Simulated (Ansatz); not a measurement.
Where the default PAW files enter, the runs use the earlier of Ansatz's two default sets.

By PBEsol, the system below comes out a metal.

Input:

```
Hf
1.0
    3.25623     0.00000     0.00000
   -1.62811     2.81998     0.00000
    0.00000     0.00000     5.14594
Hf
2
Direct
  0.33333   0.66667   0.25000
  0.66667   0.33333   0.75000
```

Space group of this cell: P6_3/mmc, hcp (Mg type). The cell is strained (all lengths scaled by 1.02); by PBEsol its mean pressure is -8.7 GPa.

The current flows along the normal of the first two printed cell vectors, the (001) plane of the conventional cell. No spin-orbit coupling; the value is a mean over 0.1 eV about the Fermi level.

Q: Give the ballistic conductance per area that PBEsol (Ansatz, an electronic-structure program) yields.

A: 0.56 × 10¹⁵ S/m² for both spins.
